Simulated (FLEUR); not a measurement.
Checking a run of FLEUR on As (R-3m, 2 atoms in the cell). The aim is a self-consistent single point with DFT, PBEsol, all-electron FLAPW (FLEUR), scalar-relativistic valence.

Cell that was meant: a = 4.3564 Å, b = 4.3564 Å, c = 4.3564 Å, α = 51.88°, β = 51.88°, γ = 51.88°.

Part of the input:

```xml
      <ldaU l_linMix="F" mixParam="0.05" spinf="1.0"/>
   </calculationSetup>
   <cell>
      <bzIntegration valenceElectrons="30.0" mode="gauss" fermiSmearingEnergy="0.136">
         <kPointListSelection listName="default-1"/>
         <!-- k-points included here -->
         <xi:include xmlns:xi="http://www.w3.org/2001/XInclude" href="kpts.xml"> </xi:include>
```

The program printed (abridged):

```
      Welcome to FLEUR        (www.flapw.de)
      MaX-Release 8.1          (www.max-centre.eu)

 ========== k-point set info ==========
 Selected k-point list: default-1
 k-point list type: mesh
 7 x 7 x 7
 Number of k points: 44

 ------------Calculation Setup---------------------------
           1           2           4          11          22          44
 Number of basis functions:          236
 Iteration:     1   Distance:       3.34264989 me/bohr^3
 Iteration:     2   Distance:       3.07047536 me/bohr^3
 Iteration:     3   Distance:       1.20077431 me/bohr^3
 Iteration:     4   Distance:       0.22710640 me/bohr^3
 Iteration:     5   Distance:       0.17715771 me/bohr^3
   [... 3 lines left out ...]
 Iteration:     9   Distance:       0.00041192 me/bohr^3
 Iteration:    10   Distance:       0.00017041 me/bohr^3
 Iteration:    11   Distance:       0.00001038 me/bohr^3
 Iteration:    12   Distance:       0.00000752 me/bohr^3
 Reset of history
 Run finished successfully
 Stop message:
   Structural relaxation: new displacements generated

[file out, last iteration]
             iter=     13
[...]
          total density-effective poten   -7.2286759307E+03
          total charge density-energy d   -1.6442252546E+02
 Updated energy parameters for spin:           1
[...]
 fermi energy and band-weighting factors:

[...]
FERMIE:
          first approx. to ef    (T=0)  :   0.231750 htr   (energy of the highest occ. eigenvalue)
          number of occ. states  (T=0)  :        660
          first approx. to seigv (T=0)  : -22.108539 htr
          sum of weights of occ. states :  15.000000
          sum of semicore charge        :   0.000000 e
          fermi energy=   0.22751 har   work function=  -6.19096 ev
   [... lines left out ...]
          total moment                 =     0.00000
 Direct bandgap for spin            1 :    1.6858141893279582E-002  Htr
   [... lines left out ...]
 ---->    (input%tkb*entropy) TS=              0.0000000000 htr
 ---->    free energy=                     -4518.8467601752 htr
      extrapolation for T->0
 ---->    total electron energy=           -4518.8467601752 htr
 ***** TOTAL FORCES ON ATOMS *****
 TOTAL FORCE FOR ATOM TYPE=  1  X=  0.000   Y=  0.000   Z=  4.784
                       FX_TOT= 0.000000 FY_TOT= 0.000000 FZ_TOT= 0.037916
```

FLEUR gives forces in its relaxation mode, with a further iteration, so its stop message speaks of a relaxation.

Task: Is this run sound? If not, what is wrong?

Result: The run is not sound. The fault is an energy in the wrong unit. A bare number is read in the key's own unit, and eV, Ry (13.6 eV) and Ha (27.2 eV) lie far apart, so the setting ends up far from the one that was meant. To fix it, convert the value to the unit that the key expects. The run converged in 12 iterations without an error; against the sound input the total energy rises by 1.96 eV/atom and the largest force goes from 0.613 to 1.950 eV/Å.

An input that runs soundly differs in these lines (not the only fix; some lines may just follow from the change or write a value another way):
```diff
-      <bzIntegration valenceElectrons="30.0" mode="gauss" fermiSmearingEnergy="0.136">
+      <bzIntegration valenceElectrons="30.0" mode="gauss" fermiSmearingEnergy="0.00499791">
```

With that input, the run converged in 12 iterations: total energy -122967.9993 eV; Fermi level (on the code's own zero) 6.41 eV; largest force (vector length) 0.613 eV/Å (DFT, PBEsol, all-electron FLAPW (FLEUR), scalar-relativistic valence).

On the sound input: the starting cell comes from a database of computed structures (which also holds hypothetical and non-ambient phases and stackings), without a prior relaxation at this level. Its lattice was rescaled by a random factor within 2.5 % of one. Values depend on the basis (sphere radii, cutoffs, local orbitals), which need not be converged. The log's line on a gap gives a spacing of levels on this mesh, which the program prints for metals too.

These are the values that this program gave, and no reference: the default basis lacks the next d shell.
